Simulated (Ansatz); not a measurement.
A computed series for ZnSe: pressure series

Take ZnSe in the zinc blende structure (space group F-43m, No. 216; a = 5.6333 Å) as the base.

Cell and atoms are relaxed at each pressure.

All numbers come from PBEsol (Ansatz, a program for electronic structure; PAW; 420 eV plane waves; no spin-orbit coupling).

Notes on the quantities. hole mass: degenerate bands, along [100]; enthalpy: H = E + PV relative to the base's energy.

```json
[
 {"variant": "base", "hole mass": "0.096, 0.58, 0.58 mₑ (at Γ)", "volume per atom": "22.35 Å³", "band gap": "1.24 eV", "enthalpy": "–"},
 {"variant": "pressure −2 GPa", "hole mass": "(withheld)", "volume per atom": "(withheld)", "band gap": "(withheld)", "enthalpy": "-0.28 eV/atom"},
 {"variant": "pressure −1 GPa", "hole mass": "0.093, 0.59, 0.59 mₑ (at Γ)", "volume per atom": "22.70 Å³", "band gap": "1.18 eV", "enthalpy": "-0.14 eV/atom"},
 {"variant": "pressure 0.9 GPa", "hole mass": "0.099, 0.57, 0.57 mₑ (at Γ)", "volume per atom": "22.05 Å³", "band gap": "1.29 eV", "enthalpy": "+0.12 eV/atom"},
 {"variant": "pressure 2.1 GPa", "hole mass": "0.10, 0.55, 0.55 mₑ (at Γ)", "volume per atom": "21.68 Å³", "band gap": "1.36 eV", "enthalpy": "+0.29 eV/atom"},
 {"variant": "pressure 4.5 GPa", "hole mass": "0.11, 0.53, 0.53 mₑ (at Γ)", "volume per atom": "21.04 Å³", "band gap": "1.48 eV", "enthalpy": "+0.61 eV/atom"},
 {"variant": "pressure 9 GPa", "hole mass": "0.12, 0.50, 0.50 mₑ (at Γ)", "volume per atom": "20.06 Å³", "band gap": "1.68 eV", "enthalpy": "+1.18 eV/atom"},
 {"variant": "pressure 15 GPa", "hole mass": "0.13, 0.46, 0.46 mₑ (at Γ)", "volume per atom": "19.04 Å³", "band gap": "1.91 eV", "enthalpy": "+1.92 eV/atom"},
 {"variant": "pressure 22.5 GPa", "hole mass": "0.14, 0.43, 0.43 mₑ (at Γ)", "volume per atom": "18.06 Å³", "band gap": "2.15 eV", "enthalpy": "+2.78 eV/atom"},
 {"variant": "pressure 30 GPa", "hole mass": "0.15, 0.40, 0.40 mₑ (at Γ)", "volume per atom": "17.28 Å³", "band gap": "2.08 eV", "enthalpy": "+3.61 eV/atom"}
]
```

Question: Complete the table.

Answer: 
- pressure −2 GPa, hole mass: 0.089, 0.60, 0.60 mₑ (at Γ)
- pressure −2 GPa, volume per atom: 23.10 Å³
- pressure −2 GPa, band gap: 1.11 eV

Load acts through the strain it causes; cell and atoms are relaxed under it. Masses are band curvatures over ±0.01 Å⁻¹ around the edge. Whether these cells are dynamically stable was not tested. Measured, ZnSe leaves this structure (for rock salt) near 13 GPa (temperature not stated; as listed in M. Köfferlein et al., Hyperfine Interactions (1994)).
